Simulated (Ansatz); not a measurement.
Take SnTe in the rock salt structure (space group Fm-3m, No. 225; a = 6.289 Å) as the base.

Perturbation: full substitution Te → Mo, then cell and atoms are relaxed.

Levels (all Ansatz, a program for electronic structure, PAW, earlier PAW set): PBEsol (420 eV, without spin-orbit coupling); r2SCAN (500 eV, spin-orbit coupling left out).

The geometry is relaxed with PBEsol.

- PBEsol pressure: 0.0 GPa

With r2SCAN at the same geometry, the pressure goes from zero to 3.3 GPa.

Single points use the geometry relaxed with PBEsol. Their cutoffs differ, which shifts pressures a little. Whether these cells are dynamically stable was not tested. As relaxed here, SnMo is a hypothetical phase, not in the database extracts checked. All final runs are without spin polarisation. SnMo has a high density of states at the Fermi level and may be magnetic at this level.
